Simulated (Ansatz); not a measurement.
**Response to strain in BeTe**

Base system: BeTe in the zinc blende structure (space group F-43m, No. 216; a = 5.554 Å).

Strains are applied to the cell and any free atomic positions relax.

All numbers come from LDA/PAW in Ansatz (a first-principles code), no spin-orbit coupling.

Candidates:
(a) isotropic strain −1.00 %
(b) isotropic strain −0.50 %
(c) isotropic strain −3.00 %
(d) isotropic strain +3.00 %

Notes on the quantities. energy relative to the base: free energy F.

**Question.** Order them by energy relative to the base, lowest first.

**Answer.** (b) isotropic strain −0.50 % (+1.0 meV/atom), (a) isotropic strain −1.00 % (+4.0 meV/atom), (d) isotropic strain +3.00 % (+32 meV/atom), (c) isotropic strain −3.00 % (+38 meV/atom)

No phonon test of stability was made.
